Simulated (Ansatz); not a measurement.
Consider a periodic stack without vacuum, fcc Cu (1 1 1) on antifluorite Mg2Si (1 1 1) (film strained to the substrate, started from cuts of the bulks and a machine-learned relaxation; slabs Mg8Si4 and Cu15, which can lie off the formulas): substrate slab Mg8Si4, film Cu15, surface cells [[0, 1], [-1, 0]] and [[1, -2], [1, 1]], film strained by +1.2 and +1.2 %, outermost planes Mg/Mg and Cu/Cu as cut, which need not be the usual terminations and can put a slab off its formula. Its start:

```yaml
crystal:
  lattice:
    - [4.49948, 0.00000, 0.00897]
    - [-2.24974, 3.89666, -0.01847]
    - [2.49029, -1.72134, 24.05549]
  atoms:
    - { symbol: Mg, position: [0.67733, 0.34744, 0.04975] }
    - { symbol: Mg, position: [0.32535, 0.70538, 0.10088] }
    - { symbol: Mg, position: [0.96436, 0.07469, 0.17167] }
    - { symbol: Mg, position: [0.60207, 0.44686, 0.25212] }
    - { symbol: Mg, position: [0.24133, 0.81929, 0.33305] }
    - { symbol: Mg, position: [0.88497, 0.19085, 0.41369] }
    - { symbol: Mg, position: [0.53635, 0.55717, 0.48436] }
    - { symbol: Mg, position: [0.18865, 0.91531, 0.53547] }
    - { symbol: Si, position: [0.00588, 0.01342, 0.05414] }
    - { symbol: Si, position: [0.28194, 0.76229, 0.21612] }
    - { symbol: Si, position: [0.56504, 0.50328, 0.36910] }
    - { symbol: Si, position: [0.85644, 0.24288, 0.53132] }
    - { symbol: Cu, position: [0.67906, 0.48133, 0.61546] }
    - { symbol: Cu, position: [0.35922, 0.81991, 0.62408] }
    - { symbol: Cu, position: [0.00871, 0.16528, 0.62297] }
    - { symbol: Cu, position: [0.66468, 0.86100, 0.70745] }
    - { symbol: Cu, position: [0.33291, 0.20412, 0.70654] }
    - { symbol: Cu, position: [0.99098, 0.53275, 0.70785] }
    - { symbol: Cu, position: [0.63604, 0.23826, 0.79258] }
    - { symbol: Cu, position: [0.30213, 0.57108, 0.79266] }
    - { symbol: Cu, position: [0.96960, 0.90721, 0.79274] }
    - { symbol: Cu, position: [0.60296, 0.60573, 0.87781] }
    - { symbol: Cu, position: [0.27402, 0.95088, 0.87750] }
    - { symbol: Cu, position: [0.94628, 0.28230, 0.87884] }
    - { symbol: Cu, position: [0.57064, 0.97297, 0.96100] }
    - { symbol: Cu, position: [0.23313, 0.32548, 0.97011] }
    - { symbol: Cu, position: [0.91605, 0.67019, 0.96238] }
```

The start was prepared with a machine-learned potential, and the result is one local minimum, with the in-plane cell held and forces under 0.04 eV/Å; the film can end far from its bulk form.

Calculation: PBE (plane waves to 420 eV, PAW; Ansatz, a program for electronic structure). No spin–orbit coupling; the runs are not spin-polarised; PBE gaps are too small against experiment. Its k-point mesh 8×8×1, Fermi–Dirac width 0.05 eV.

**Question.** Predict the relaxed interface.

**Answer.** 
- interface area: 17.5 Å²
- period: 24.01 Å
- heights between the nearest atoms of the two slabs at the two interfaces: 2.08 and 2.08 Å
- Cu–Mg contacts across the interfaces within 1.22 times the sum of covalent radii: 6, mean 2.59 Å
- Cu–Si contacts across the interfaces within 1.22 times the sum of covalent radii: 6, mean 2.62 Å
